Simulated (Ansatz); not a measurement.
**Several settings converged on BaSn₃Au (I4mm, 5 atoms in the cell)**

```
BaSn3Au
1.0
   -2.52253     2.52253     5.57728
    2.52253    -2.52253     5.57728
    2.52253     2.52253    -5.57728
Ba Sn Au
1 3 1
Direct
  0.00028   0.00028   0.00000
  0.60129   0.60129   0.00000
  0.74955   0.24955   0.50000
  0.24955   0.74955   0.50000
  0.35723   0.35723   0.00000
```

Base method: LDA (PW92), default PAW files made with PBE (plane waves; Ansatz, a first-principles code).

Base settings: basis.ecutwfc = 420 eV; kpoints.mp_grid.grid = 7 7 7; hamiltonian.xc = lda; hamiltonian.pseudopotentials = {kind: paw} (the program's default PAW files); scf.occupations.method = fermi_dirac; scf.occupations.width = 0.1 eV.

Core times come from one kind of shared machine, to one figure; runs under 30 s give none.

**Zone-centre phonons against the cutoff**

In this ladder: phonons.method = dfpt.

The mesh stays at the base's, so the ladder's end is converged at best in this setting alone.

Frequencies are those of the unrelaxed cell, without the LO-TO term of polar crystals.

Only quantities that move along the ladder and can be compared are tabulated.

| basis.ecutwfc | highest zone-centre frequency (cm⁻¹) | core time / last (rough) |
|---|---|---|
| 210 eV | 131.0 | 0.3 |
| 295 eV | 153.2 | 0.8 |
| 355 eV | 151.8 | 0.8 |
| 420 eV | 151.6 | 1 |

Coarsest basis.ecutwfc that holds the highest zone-centre frequency within 5 cm⁻¹ of the last step, with all finer ones: 295 eV; the step before is off by 21 cm⁻¹.

**The force threshold of a relaxation**

On BaSn3Au (I4mm, 5 atoms in the cell): one atom moved by 0.15 angstrom.

In this ladder: relax = atoms.

The mesh stays at the base's, so the ladder's end is converged at best in this setting alone.

Only quantities that move along the ladder and can be compared are tabulated.

```csv
relax.f_tol,free energy less the last step's (meV/atom),largest force left (eV/Å),relaxation steps,core time / last (rough)
0.2 eV/Å,0.21,0.0464,3,0.5
0.05 eV/Å,0.21,0.0464,4,0.8
0.02 eV/Å,0.00,0.0107,5,1
0.005 eV/Å,0.00,0.0004,6,1
0.001 eV/Å,0.00,0.0003,7,1
```

Coarsest relax.f_tol that holds the largest force left within 0.005 eV/Å of the last step, with all finer ones: 0.005 eV/Å; the step before is off by 0.010 eV/Å.

Coarsest relax.f_tol that holds the free energy within 0.1 meV/atom of the last step, with all finer ones: 0.02 eV/Å; the step before is off by 0.21 meV/atom.

Two neighbours can agree and both be off: 0.2 eV/Å and 0.05 eV/Å differ by 0.00 meV/atom in the free energy, yet lie about 0.21 meV/atom from the last step.

On the base run: the starting cell comes from a database of computed structures (which also holds hypothetical and non-ambient phases and stackings), without a prior relaxation at this level. Its lattice was rescaled by up to half a per cent.

Keys are those of Ansatz 0.2.
